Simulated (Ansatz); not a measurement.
```yaml
crystal:
  lattice:
    - [2.55394, 0.00000, 0.00000]
    - [-1.27697, 2.21178, 0.00000]
    - [0.00000, 0.00000, 4.22685]
  atoms:
    - { symbol: B, position: [0.66667, 0.33333, 0.99972] }
    - { symbol: B, position: [0.33333, 0.66667, 0.49972] }
    - { symbol: N, position: [0.66667, 0.33333, 0.62528] }
    - { symbol: N, position: [0.33333, 0.66667, 0.12528] }
```

Space group of this cell: P6_3mc, wurtzite. The cell is taken as given; by r2SCAN its mean pressure is -4.7 GPa.

Computed with r2SCAN (plane waves, PAW; Ansatz, an electronic-structure program).

The current runs along the normal of the first two printed vectors; no spin-orbit coupling. Scaled by the factor s: the length along the current (ions clamped). Meshes 18×18×8 and 18×18 across the current in all rows.

```
s     mean pressure (GPa)  slowest mid-gap decay constant κ (1/Å)
----  -------------------  --------------------------------------
0.97                  7.9                                       ?
1.00                 -4.7                                   0.367
1.03                -14.9                                   0.328
```

Task: Take the slope of the slowest mid-gap decay constant κ against ln s from the two given rows, extrapolate to s = 0.97, and say what the run there gives.

Result: Slope = (0.328 − 0.367) / ln 1.03 = -1.32 1/Å. The line gives 0.367 + (-1.32) × ln 0.97 = 0.407 1/Å. The run gives 0.409 1/Å, 0.002 1/Å over the line, 5 % of the predicted step.
